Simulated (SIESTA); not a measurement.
Input and output of a self-consistent single point for K (Im-3m, 1 atom in the cell) (SIESTA).

Computed with GGA PBE, numerical atomic orbitals DZP, PseudoDojo PBE standard norm-conserving potentials (rewritten from UPF to PSML) in SIESTA.

The change in words: lattice scaled by 0.98. Reference geometry:
```
CELL_PARAMETERS angstrom
     -2.67058     2.67058     2.67058
      2.67058    -2.67058     2.67058
      2.67058     2.67058    -2.67058
ATOMIC_POSITIONS crystal
  K  0.00000 0.00000 0.00000
```

Reference input (self-consistent single point, DFT, GGA PBE, numerical atomic orbitals DZP, PseudoDojo PBE standard norm-conserving potentials (rewritten from UPF to PSML)): XC.functional = GGA; XC.authors = PBE; potentials = PseudoDojo PBE standard; PAO.BasisSize = DZP; PAO.EnergyShift = 0.01 Ry; MeshCutoff = 300 Ry; kgrid.MonkhorstPack = 12 12 12; OccupationFunction = MP; OccupationMPOrder = 0; ElectronicTemperature = 1160.45 K; MaxSCFIterations = 150; SCF.Mixer.Method = Pulay. This run's input differs from it in these lines:

```diff
@@ -11,5 +11,5 @@
 %block LatticeVectors
-    -2.670584000    2.670584000    2.670584000
-     2.670584000   -2.670584000    2.670584000
-     2.670584000    2.670584000   -2.670584000
+    -2.617172000    2.617172000    2.617172000
+     2.617172000   -2.617172000    2.617172000
+     2.617172000    2.617172000   -2.617172000
 %endblock LatticeVectors
```

Output, abridged:

```
        iscf     Eharris(eV)        E_KS(eV)     FreeEng(eV)     dDmax    Ef(eV) dHmax(eV)
   scf:    1     -817.362649     -817.104924     -817.109555  0.579578 -2.592255  1.974014
   scf:    2     -817.144804     -817.125193     -817.129826  0.021004 -2.617393  1.468062
   scf:    3     -817.168073     -817.148970     -817.153609  0.057249 -2.688255  0.026199
   scf:    4     -817.148685     -817.148846     -817.153487  0.005334 -2.699701  0.112263
   scf:    5     -817.149081     -817.148976     -817.153616  0.004286 -2.694105  0.000186
   scf:    6     -817.148976     -817.148976     -817.153616  0.000018 -2.694086  0.000277
SCF Convergence by DM+H criterion
max |DM_out - DM_in|         :     0.0000178676
max |H_out - H_in|      (eV) :     0.0002773600
SCF cycle converged after 6 iterations

Using DM_out to compute the final energy and forces

siesta: E_KS(eV) =             -817.1490

siesta: E_KS - E_eggbox =      -817.1490

siesta: Atomic forces (eV/Ang):
     1    0.000000    0.000000    0.000000
   Tot    0.000000    0.000000    0.000000
   Max    0.000000
   Res    0.000000    sqrt( Sum f_i^2 / 3N )
   Max    0.000000    constrained

Stress tensor Voigt[x,y,z,yz,xz,xy] (kbar):       -3.27       -3.27       -3.27        0.00        0.00        0.00
(Free)E + p*V (eV/cell)     -817.0073
Target enthalpy (eV/cell)     -817.1536

siesta: Program's energy decomposition (eV):
siesta: FreeEng =      -817.153616

siesta: Stress tensor (static) (eV/Ang**3):
siesta:    -0.002041    0.000002    0.000002
siesta:     0.000002   -0.002041    0.000002
siesta:     0.000002    0.000002   -0.002041

siesta: Cell volume =         71.706213 Ang**3

siesta: Pressure (static):
siesta:                Solid            Molecule  Units
siesta:           0.00002223          0.00002223  Ry/Bohr**3
siesta:           0.00204083          0.00204083  eV/Ang**3
siesta:           3.26977367          3.26977367  kBar
```

The run converged in 6 iterations. Against the reference run the free energy goes up by 4.7 meV/atom and the pressure goes from 0.02 to 0.33 GPa.

The starting cell comes from a database of computed structures (which also holds hypothetical and non-ambient phases and stackings), without a prior relaxation at this level. Its lattice was rescaled by a random factor within 2.5 % of one. For this run, on top of that: lattice scaled by 0.98. Values carry the incompleteness of an atom-centred basis.
